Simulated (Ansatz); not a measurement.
## ZnSe: uniaxial strain ε_zz = −3.00 %

Start from ZnSe in the zinc blende structure (space group F-43m, No. 216; a = 5.666 Å). Axes: x, y, z lie along the cube axes.

Modification: uniaxial strain ε_zz = −3.00 %, all other strain components held at zero; the atoms relax in the strained cell.

Calculations: r2SCAN, PAW, 500 eV (Ansatz, a program for electronic structure; no SOC). Γ-centred 10×10×10 mesh, Fermi–Dirac width 0.05 eV.

Space group: I-4m2 (No. 119) (base F-43m (No. 216))
Shortest interatomic distance: 2.429 Å (base 2.453 Å)
Energy relative to the base (free energy F): +5.9 meV/atom
Band gap: 1.92 eV (base 1.87 eV)
Gap character: direct at Γ (base direct at Γ)
Electron mass: 0.13 mₑ (at Γ) (base 0.12 mₑ (at Γ))
Hole mass: 0.14 mₑ along z, 0.56 mₑ across (at Γ)
Valence-band top at Γ (three highest levels, from the VBM): 0.00, -0.11, -0.11 eV (base 0.00, 0.00, 0.00 eV)
Valley order (the lowest conduction-band minima on the path, energy above the VBM, named in the base's zone): Γ 1.92 eV; L along [1-11] 3.03 eV; X along [001] 3.10 eV; X along [100] 3.25 eV (base Γ 1.87 eV; L along ⟨111⟩ 3.05 eV; X along ⟨100⟩ 3.34 eV)
Stress (xx, yy, zz, yz, xz, xy; compression positive): (1.75, 1.75, 2.79, 0.00, 0.00, 0.00) GPa

Cost of the whole job for the changed cell (relaxation, final SCF and bands): roughly 50 core-seconds.

Effective masses come from finite differences of ±0.01 Å⁻¹. Stability against distortions was not tested. Labels are those of the standard path for the cell's own space group.
